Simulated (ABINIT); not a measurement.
A working ABINIT input for MoS₂ (P6_3/mmc, 6 atoms in the cell) (DFT, PBE, plane waves, norm-conserving pseudopotentials (PseudoDojo nc-sr-05 PBE standard)):

```
# MoS2, PseudoDojo nc-sr-05 PBE standard
pp_dirpath "./"
pseudos "Mo.upf, S.upf"
acell 3*1.0 Angstrom
rprim
         3.1854298257    0.0000000405    0.0000000000
        -1.5927149479    2.7586631308    0.0000000000
         0.0000000000    0.0000000000   13.1783900000
natom 6
ntypat 2
znucl 42 16
typat 1 1 2 2 2 2
xcart
         0.0000000000    0.0000000000    3.2945975000
         0.0000000000    0.0000000000    9.8837925000
        -0.0000000234    1.8391087673    4.8462211386
         1.5927149011    0.9195544039    8.3321688614
         1.5927149011    0.9195544039   11.4354161386
        -0.0000000234    1.8391087673    1.7429738614
      Angstrom
ecut 40
occopt 7
tsmear 0.05 eV
nband 34
kptopt 1
ngkpt 7 7 1
nshiftk 1
shiftk 0 0 0
nstep 50
tolvrs 1.0e-10
prtwf 0
prtden 0
prtvol 1
enunit 2
```

The run converged in 13 iterations: free energy E − TS -5027.74 eV; pressure 1.38 GPa; largest force (vector length) 0.170 eV/Å. Each of these slips is then made, one at a time:

(1)
```diff
-tolvrs 1.0e-10
```

(2)
```diff
-nband 34
+nband 25
```

Task: What happens in each case?

Result: 
(1) No stopping criterion. The program stopped before any SCF iteration.
```
For the SCF case, one and only one of the input tolerance criteria
toldff, tolrff, toldfe or tolvrs must differ from zero, while they are
toldff=  0.000000E+00, tolrff=  0.000000E+00, toldfe=  0.000000E+00
and tolvrs=  0.000000E+00 for idtset: 1
Action: change your input file and resubmit the job.
Checking consistency of input data against itself g [...]
```

(2) Too few bands. The program stopped before any SCF iteration.
```
Initialization of occ variables with occopt: 7
There are not enough bands to get charge balance right with nelect:  5.2000E+01
Action: modify input file
(check the pseudopotential charges, the variable cellcharge, the variable jellslab,
and the declared number of bands, nband)
```

The starting cell comes from a database of computed structures (which also holds hypothetical and non-ambient phases and stackings), without a prior relaxation at this level. Spin polarisation is off.

Left out of this page: 3 runs of the series outside the window shown, repeating another row's setting, or not comparable.
